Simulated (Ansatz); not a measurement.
Given:

```
CELL_PARAMETERS angstrom
      0.00000     3.27251     3.27251
      3.27251     0.00000     3.27251
      3.27251     3.27251     0.00000
ATOMIC_POSITIONS crystal
  Te 0.75000 0.75000 0.75000
  Cd 0.00000 0.00000 0.00000
```

No spin polarisation.

A single point on CdTe with a change (pressure −1 GPa), its geometry relaxed with PBEsol.

Calculations: Ansatz (a first-principles code), r2SCAN, PAW, cutoff 500 eV, spin-orbit coupling left out. k-mesh 9×9×9 (Γ-centred); smearing 0.05 eV (Fermi–Dirac).

Problem. Predict the band gap.

Solution. 1.18 eV.

Problem. Predict the width of the top valence band.

Solution. 2.11 eV.

Problem. What hole mass (degenerate bands, along [100]) does the calculation give?

Solution. 0.093, 0.54, 0.54 mₑ (at Γ).

Problem. What gap character does the calculation give?

Solution. Direct at Γ.

Single points use the geometry relaxed with PBEsol. With Te present, leaving out spin-orbit coupling can change the band edges. Load acts through the strain it causes; cell and atoms are relaxed under it. Masses are band curvatures over ±0.01 Å⁻¹ around the edge. Whether these cells are dynamically stable was not tested. The cell was made from CdTe in the zinc blende structure (space group F-43m, No. 216) by this change: pressure −1 GPa.
